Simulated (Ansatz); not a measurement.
The parent structure is InAs in the zinc blende structure (space group F-43m, No. 216; a = 6.110 Å). Axes: x, y, z lie along the cube axes.

Calculations: r2SCAN (Ansatz, a program for electronic structure), no spin-orbit coupling.

For the base:

Valley order: Γ 0.08 eV; L along ⟨111⟩ 1.25 eV
Pressure: 0.0 GPa

Perturbation: tensor shear ε_xy = +0.86 % (engineering shear γ = 0.0172); the atoms relax in the strained cell.

What happens to the valley order, energy relative to the base and pressure?

The valley order (the lowest conduction-band minima on the path, energy above the VBM, named in the base's zone) goes from Γ 0.08 eV; L along ⟨111⟩ 1.25 eV to Γ 0.03 eV; L along [1-11] 1.12 eV; L along [11-1] 1.26 eV; the energy goes up by 1.0 meV/atom; the pressure (mean of the normal stresses, compression positive) is still 0.0 GPa.

The levels and masses belong to the bands next to the band gap. Whether these cells are dynamically stable was not tested. The final runs are not spin-polarised.
